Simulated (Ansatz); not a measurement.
AlNi: pressure series

Base system: AlNi in the CsCl type structure (space group Pm-3m, No. 221; non-magnetic).

```xyz
2
Lattice="2.8631 0.0000 0.0000 0.0000 2.8631 0.0000 0.0000 0.0000 2.8631" Properties=species:S:1:pos:R:3 pbc="T T T"
Al     0.0000     0.0000     0.0000
Ni     1.4316     1.4316     1.4316
```

Cell and atoms are relaxed at each pressure.

Calculations: r2SCAN (Ansatz, an electronic-structure program), scalar-relativistic without spin-orbit coupling.

Notes on the quantities. enthalpy: H = E + PV relative to the base's energy.

```csv
variant,enthalpy,volume per atom
base,–,11.74 Å³
pressure −2 GPa,-0.15 eV/atom,11.87 Å³
pressure −1 GPa,-0.07 eV/atom,11.80 Å³
pressure 3 GPa,+0.22 eV/atom,11.54 Å³
pressure 7 GPa,+0.50 eV/atom,11.31 Å³
pressure 15 GPa,+1.06 eV/atom,10.91 Å³
pressure 30 GPa,+2.05 eV/atom,10.32 Å³
pressure 50 GPa,+3.30 eV/atom,9.71 Å³
pressure 75 GPa,+4.77 eV/atom,9.14 Å³
pressure 100 GPa,+6.16 eV/atom,[?]
```

Q: Fill in the withheld entries from the trend.

A: 
- pressure 100 GPa, volume per atom: 8.70 Å³

Load acts through the strain it causes; cell and atoms are relaxed under it. No phonon test of stability was made. Competing high-pressure phases were not computed. Seeded moments were not kept for the base. All final runs are without spin polarisation.
